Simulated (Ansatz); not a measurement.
System: WGe (model structure, started from the NbAs type, I4₁md, No. 109, 4 atoms in the cell). Method: r²SCAN (Ansatz, a quantum-chemistry and plane-wave program, plane waves, PAW).

Run with plane-wave cutoff 560 eV, 22×22×22 k mesh, Fermi–Dirac smearing 0.05 eV, no spin polarisation, scalar-relativistic PAW data made under PBE.

Cell (relaxed at this level):

```
WGe
1.0
   -1.70875     1.70875     5.47943
    1.70875    -1.70875     5.47943
    1.70875     1.70875    -5.47943
W Ge
2 2
Direct
  0.49608   0.49608   0.00000
  0.24608   0.74608   0.50000
  0.91992   0.91992   0.00000
  0.66992   0.16992   0.50000
```

### Question
Give the computed bulk modulus B0.

### Answer

bulk modulus B0: 211 GPa

Note: the run has no spin polarisation, so it can have missed a magnetic state; the bulk modulus is −V dP/dV from two relaxed cells at ±2 % in volume; the relaxation could raise the start's symmetry but not lower it, so the cell can be a saddle point.

Spin–orbit coupling is not included; it can open a gap where bands touch, and shift volumes and moduli.

Static lattice: no zero-point or thermal effects.

A model structure was made by putting elements into a prototype or built by hand; it is no filed structure, need not be a known phase, and can be a saddle point held by its symmetry.
